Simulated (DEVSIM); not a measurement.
Device: abrupt InP n-p junction, at 250 K.

Layer 1 from the left is InP, thickness (μm) 2.30, Nd (cm⁻³) 2.7e16, τn (s) 5.6e-9, τp (s) 5.6e-9. Layer 2 from the left is InP, thickness (μm) 10.0, Na (cm⁻³) 9.8e17, τn (s) 5.6e-9, τp (s) 5.6e-9.

Left contact: ohmic. Right contact: ohmic. Voltage is applied to the left contact. Recombination: SRH at mid-gap. Mobility is constant in doping.

Constants are typed, rounded textbook-type inputs, not results; the design itself was drawn at random and stands for no fabricated device. Values at 300 K; Nc and Nv go as T^1.5, mobilities as T to minus their exponent, the gap by Varshni's rule with the affinity fixed.

InP: gap (eV) 1.344, affinity (eV) 4.38, permittivity 12.5, Nc (cm⁻³) 5.7e17, Nv (cm⁻³) 1.1e19, μn (cm²/Vs) 5200, μp (cm²/Vs) 170, T exponent of μn 2, T exponent of μp 2, Varshni α (eV/K) 0.000363, Varshni β (K) 162.

### Question
Estimate by hand the built-in potential, the peak field at zero bias, the capacitance at 1.5 V, and compare with a numerical solution.

### Answer

- Built-in potential: ni = √(Nc Nv) exp(−Eg/2kT) = 37600 cm⁻³ with Eg = 1.360 eV; Vbi = kT/q ln(Na Nd/ni²) = 1.254 V; numerical 1.254 V.
- Peak field at zero bias: depletion approximation: W = √(2εVbi/(qN)) = 0.257 μm with N = 2.63e16 cm⁻³; field = 2Vbi/W = 97700 V/cm; numerical 98500 V/cm (estimate below by 0.89 %).
- Capacitance at 1.5 V: C = √(qεN / 2(Vbi + |V|)) = 29.1 nF/cm²; numerical 29.3 nF/cm² (estimate below by 0.81 %).

Simulated with DEVSIM: 1D drift-diffusion, Boltzmann statistics, complete ionisation; no tunnelling, impact ionisation, image-force lowering or self-heating.
